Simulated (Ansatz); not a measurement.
Cost and result by functional for the surface energy of the (20-23) surface of hcp Mg in its 1x1 cell, outermost plane spacing 0.18 Å in the ideal cut, in Ansatz (plane waves, PAW). Single points on the PBE structure, on one kind of machine; costs are rough ratios of the slab run's core time (references not counted) to the cheapest single point. r2SCAN's cost holds its higher cutoff (500 against 420 eV). Differences are taken against r2SCAN for comparison alone: no measured value is at hand, so the table doesn't rank accuracy.

Slab: 20 atoms, 9.9 Å thick at the start (thin: gaps and levels are the slab's own); k 12x3x1, smearing 0.1 eV, dipole-corrected; all atoms relaxed; held to the part of the start's symmetry that mesh and held atoms allow; no spin, no spin-orbit, no U. These notes are the PBE run's.

| functional | relative cost | surface energy (J/m²) | less r2SCAN (J/m²) |
|---|---|---|---|
| PBEsol | 1 | 0.77 | -0.01 |
| RPBE | 1 | 0.64 | -0.14 |
| LDA | 1 | 0.79 | 0.00 |
| r2SCAN | 2 | 0.79 | 0.00 |
| PBE (the relaxed run's value) | – | 0.70 | -0.09 |

The values span 0.14 J/m², while the single points' costs differ by a factor of roughly 2. Differences are of unrounded values.

Ansatz is a first-principles code.
